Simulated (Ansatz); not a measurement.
# Response to strain in MgTe

Base system: MgTe in the zinc blende structure (space group F-43m, No. 216; a = 6.4393 Å). Axes: x, y, z lie along the cube axes.

Strains are applied to the cell and any free atomic positions relax.

Computed with PBEsol (Ansatz, an electronic-structure program; PAW; 420 eV plane waves; spin-orbit coupling left out).

| uniaxial strain ε_zz (%) | band gap (eV) |
|---|---|
| 0 | 2.35 |
| 0.5 | 2.32 |
| 1 | 2.29 |
| 1.5 | 2.27 |
| 2 | ? |
| 2.5 | 2.21 |
| 3 | 2.19 |

**Question.** Fit E_g = E₀ + Dε (ε in %) to the rows shown and predict the withheld row.

**Answer.** Least squares on the printed values gives E₀ = 2.35 eV, D = -53.5 meV per % of strain (largest residual 0.00 eV); this predicts 2.24 eV, and the run gives 2.24 eV, in agreement.

With Te present, leaving out spin-orbit coupling can change the band edges. Stability against distortions was not tested.
